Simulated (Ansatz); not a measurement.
# A computed series for AlN: pressure series

Base system: AlN in the zinc blende structure (space group F-43m, No. 216; a = 4.3698 Å).

Cell and atoms are relaxed at each pressure.

Method: Ansatz (a program for electronic structure), r2SCAN, PAW, cutoff 500 eV, no SOC.

Candidates:
(a) pressure 4.5 GPa
(b) pressure 2.1 GPa
(c) pressure −2 GPa

For the base:

```
Property               Value
-------------------  -------
Smallest direct gap  4.84 eV
```

### Question
Order them by smallest direct gap, highest first.

### Answer
(a) pressure 4.5 GPa (5.03 eV), (b) pressure 2.1 GPa (4.93 eV), (c) pressure −2 GPa (4.75 eV)

Load acts through the strain it causes; cell and atoms are relaxed under it. Stability against distortions was not tested. Tetrahedral semiconductors of this kind turn to denser phases somewhere between about 1 and 50 GPa; those were not computed, so compressed cells here can lie past the real transition. This is not the structure that AlN has at room temperature and ambient pressure.
